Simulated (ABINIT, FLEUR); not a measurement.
A FLEUR input for a self-consistent single point of LaAu (Cmcm, 4 atoms in the cell) (DFT, PBEsol, all-electron FLAPW (FLEUR), scalar-relativistic valence):

Input of the input generator:

```
LaAu
&input film=f /
3.7276340692 -10.7932161142 0.0000000000
3.7276340692 10.7932161142 0.0000000000
0.0000000000 0.0000000000 8.9494122242
1.0
1.0 1.0 1.0

4
57 0.8649800000 0.1350200000 0.7500000000
57 0.1350200000 0.8649800000 0.2500000000
79 0.5870000000 0.4130000000 0.7500000000
79 0.4130000000 0.5870000000 0.2500000000

&comp jspins=1 /
&exco xctyp='PBEs' /
&kpt div1=6 div2=6 div3=5 gamma=t /
&end /
```

```xml
<?xml version="1.0" encoding="UTF-8" standalone="no"?>
<fleurInput fleurInputVersion="0.39">
   <comment>
      LaAu                                                                                                
   </comment>
   <calculationSetup>
      <cutoffs Kmax="3.8" Gmax="15.2" GmaxXC="15.2" numbands="0"/>
      <scfLoop itmax="100" minDistance="0.00001" maxIterBroyd="15" imix="Anderson" alpha="0.05" precondParam="0.0" spinf="2.0"/>
      <coreElectrons ctail="T" frcor="F" kcrel="0" coretail_lmax="0"/>
      <xcFunctional name="PBEs" relativisticCorrections="F"/>
      <magnetism jspins="1"/>
      <soc l_soc="F" theta="0.0" phi="0.0" spav="F"/>
      <expertModes spex="0" secvar="F"/>
      <geometryOptimization l_f="T" forcealpha="1.0" forcemix="BFGS" epsdisp="0.00001" epsforce="0.00001"/>
      <ldaU l_linMix="F" mixParam="0.05" spinf="1.0"/>
   </calculationSetup>
   <cell>
      <bzIntegration valenceElectrons="56.0" mode="hist" fermiSmearingEnergy="0.00367493">
         <kPointListSelection listName="default-1"/>
         <!-- k-points included here -->
         <xi:include xmlns:xi="http://www.w3.org/2001/XInclude" href="kpts.xml"> </xi:include>
      </bzIntegration>
      <!-- symmetry operations included here -->
      <xi:include xmlns:xi="http://www.w3.org/2001/XInclude" href="sym.xml"> </xi:include>
      <bulkLattice scale="1.0">
         <bravaisMatrix>
            <row-1>    3.7276340692000001   -10.7932161141999998     0.0000000000000000</row-1>
            <row-2>    3.7276340692000001    10.7932161141999998     0.0000000000000000</row-2>
            <row-3>    0.0000000000000000     0.0000000000000000     8.9494122241999996</row-3>
         </bravaisMatrix>
      </bulkLattice>
   </cell>
   <atomSpecies>
      <species name="Lanthanum (La)" element="La" atomicNumber="57">
         <mtSphere radius="2.68" gridPoints="925" logIncrement="0.014"/>
         <atomicCutoffs lmax="10" lnonsphr="8"/>
         <electronConfig flipSpins="F">
            <coreConfig>(1s1/2) (2s1/2) (2p1/2) (2p3/2) (3s1/2) (3p1/2) (3p3/2) (4s1/2) (3d3/2) (3d5/2) (4p1/2) (4p3/2) (4d3/2) (4d5/2)</coreConfig>
            <valenceConfig>(5s1/2) (5p1/2) (5p3/2) (6s1/2) (5d3/2) (5d5/2)</valenceConfig>
            <stateOccupation state="(5d3/2)" spinUp="0.2" spinDown="0.2"/>
            <stateOccupation state="(5d5/2)" spinUp="0.3" spinDown="0.3"/>
         </electronConfig>
         <energyParameters s="6" p="6" d="5" f="4"/>
         <lo type="SCLO" l="0" n="5" eDeriv="0"/>
         <lo type="SCLO" l="1" n="5" eDeriv="0"/>
      </species>
      <species name="Gold (Au)" element="Au" atomicNumber="79">
         <mtSphere radius="2.68" gridPoints="925" logIncrement="0.015"/>
         <atomicCutoffs lmax="10" lnonsphr="8"/>
         <electronConfig flipSpins="F">
            <coreConfig>(1s1/2) (2s1/2) (2p1/2) (2p3/2) (3s1/2) (3p1/2) (3p3/2) (4s1/2) (3d3/2) (3d5/2) (4p1/2) (4p3/2) (5s1/2) (4d3/2) (4d5/2) (4f5/2) (4f7/2)</coreConfig>
            <valenceConfig>(5p1/2) (5p3/2) (6s1/2) (5d3/2) (5d5/2)</valenceConfig>
            <stateOccupation state="(6s1/2)" spinUp="0.5" spinDown="0.5"/>
         </electronConfig>
         <energyParameters s="6" p="6" d="5" f="5"/>
         <lo type="SCLO" l="1" n="5" eDeriv="0"/>
         <lo type="HELO" l="2" n="6" eDeriv="0"/>
      </species>
   </atomSpecies>
   <atomGroups>
      <atomGroup species="Lanthanum (La)">
         <relPos label="                   1">-.1350200000 .1350200000 -1.000/4.000</relPos>
         <relPos label="                   2">.1350200000 -.1350200000 1.000/4.000</relPos>
         <force calculate="T" relaxXYZ="TTT"/>
      </atomGroup>
      <atomGroup species="Gold (Au)">
         <relPos label="                   3">-.4130000000 .4130000000 -1.000/4.000</relPos>
         <relPos label="                   4">.4130000000 -.4130000000 1.000/4.000</relPos>
         <force calculate="T" relaxXYZ="TTT"/>
      </atomGroup>
   </atomGroups>
   <output dos="F" band="F" slice="F">
      <checks vchk="F" cdinf="F"/>
      <bandDOS minEnergy="-.5*Htr" maxEnergy="0.5*Htr" sigma="0.015" storeEVData="T"/>
      <vacuumDOS vacdos="F" integ="F" star="F" nstars="0" locx1="0.0" locy1="0.0" locx2="0.0" locy2="0.0" nstm="0" tworkf="0.0"/>
      <unfoldingBand unfoldBand="F" supercellX="1" supercellY="1" supercellZ="1"/>
      <plotting iplot="0" polar="F">
         <plot TwoD="T" vec1="  1.0  0.0  0.0" vec2="  0.0  1.0  0.0" vec3="  0.0  0.0  1.0" zero="  0.0  0.0  0.0" file="plot"/>
      </plotting>
      <chargeDensitySlicing numkpt="0" minEigenval="0.0" maxEigenval="0.0" nnne="0" pallst="F"/>
      <specialOutput eonly="F"/>
      <magneticCircularDichroism mcd="F" energyLo="-10.0" energyUp="0.0"/>
   </output>
  <!-- We include the file relax.xml here to enable relaxations (see documentation) -->
  <xi:include xmlns:xi="http://www.w3.org/2001/XInclude" href="relax.xml"> <xi:fallback/> </xi:include>
</fleurInput>
```

### Question
Translate this input to ABINIT.

### Answer
This is the input that was run; spellings and numerical settings could be chosen otherwise.

```
# LaAu, JTH v2.0 PBE PAW
pp_dirpath "./"
pseudos "La.GGA_PBE-JTH.xml, Au.GGA_PBE-JTH.xml"
acell 11.4187902092 11.4187902092 8.9494122242
rprim
         0.3264473732   -0.9452153789    0.0000000000
         0.3264473732    0.9452153789    0.0000000000
         0.0000000000    0.0000000000    1.0000000000
natom 4
ntypat 2
znucl 57 79
typat 1 1 2 2
xcart
         3.7276340692   -7.8786160347    6.7120591681
         3.7276340692    7.8786160347    2.2373530560
         3.7276340692   -1.8780196039    6.7120591681
         3.7276340692    1.8780196039    2.2373530560
ecut 26
pawecutdg 52
ixc -116133
occopt 3
tsmear 0.00367493
nband 29
kptopt 1
ngkpt 6 6 5
nshiftk 1
shiftk 0 0 0
nstep 50
tolvrs 1.0e-10
prtwf 0
prtden 0
prtvol 1
enunit 1
```

Basis, cutoffs, solver keys and any potentials are the target program's own. This input uses DFT, PBEsol, plane waves, PAW (JTH v2.0 PBE PAW, files made for PBE).

The starting cell comes from a database of computed structures (which also holds hypothetical and non-ambient phases and stackings), without a prior relaxation at this level. Its lattice was rescaled by a random factor within 2.5 % of one.
